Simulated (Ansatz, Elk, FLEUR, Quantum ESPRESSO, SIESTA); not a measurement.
**LaSi2 (I4_1/amd, 6 atoms in the cell) computed with different codes at matched settings**

Self-consistent single point, at a second geometry (lattice scaled by 0.98). First geometry:

```yaml
crystal:
  lattice:
    - [-2.19417, 2.19417, 6.80509]
    - [2.19417, -2.19417, 6.80509]
    - [2.19417, 2.19417, -6.80509]
  atoms:
    - { symbol: La, position: [0.50000, 0.50000, 0.00000] }
    - { symbol: La, position: [0.25000, 0.75000, 0.50000] }
    - { symbol: Si, position: [0.83577, 0.33577, 0.50000] }
    - { symbol: Si, position: [0.08577, 0.08577, 0.00000] }
    - { symbol: Si, position: [0.91423, 0.91423, 0.00000] }
    - { symbol: Si, position: [0.66423, 0.16423, 0.50000] }
```

Shared settings, as Ansatz (a program for electronic structure) writes them: kpoints.mp_grid.grid = 7 7 7; scf.occupations.method = fermi_dirac; scf.occupations.width = 0.1 eV. Potentials and cutoffs stand in the table.

```json
[
 {"code": "Elk", "model": "PBEsol, all-electron FP-LAPW, Elk's shipped species files, APW+lo basis with extra local orbitals", "ΔF from the first geometry (meV/atom)": "5.3", "pressure (GPa)": "–", "largest force (eV/Å)": "–", "cutoff": "rgkmax 7.5"},
 {"code": "SIESTA", "model": "GGA PBEsol, numerical atomic orbitals DZP, PseudoDojo PBEsol standard norm-conserving potentials (rewritten from UPF to PSML)", "ΔF from the first geometry (meV/atom)": "15.1", "pressure (GPa)": "4.82", "largest force (eV/Å)": "0.179", "cutoff": "grid 350 Ry"},
 {"code": "Ansatz", "model": "PBEsol, PAW files made with PBE", "ΔF from the first geometry (meV/atom)": "-0.4", "pressure (GPa)": "2.73", "largest force (eV/Å)": "0.102", "cutoff": "default"},
 {"code": "Quantum ESPRESSO", "model": "PBEsol, GBRV 1.5 ultrasoft (PBESOL) pseudopotentials", "ΔF from the first geometry (meV/atom)": "-0.1", "pressure (GPa)": "2.77", "largest force (eV/Å)": "0.105", "cutoff": "40 Ry"},
 {"code": "FLEUR", "model": "PBEsol, all-electron FLAPW (FLEUR), scalar-relativistic valence", "ΔF from the first geometry (meV/atom)": "0.6", "pressure (GPa)": "–", "largest force (eV/Å)": "–", "cutoff": "Kmax 3.9 1/bohr"}
]
```

A dash marks a value that a program does not give, or that is left out as unsure.

The spread over the programs that give each value: ΔF from the first geometry within 15.5 meV/atom; pressure within 2.09 GPa; largest force within 0.077 eV/Å.

SIESTA uses small atom-centred bases, whose incompleteness enters pressures, forces and empty levels differently from a plane-wave cutoff. Elk and FLEUR treat all electrons, but the usual bases taken here (sphere radii, linearisation, local orbitals, empty states) were not tested for convergence, so the values are no reference for the others. Ansatz's pressure is given at a fixed set of plane waves, as the other plane-wave codes print theirs. In the pressure, SIESTA (by 2.08) lies more than 1 GPa from the median of the plane-wave programs.

The starting cell comes from a database of computed structures (which also holds hypothetical and non-ambient phases and stackings), without a prior relaxation at this level. For this run, on top of that: lattice scaled by 0.98.

Keys are those of Ansatz 0.2.
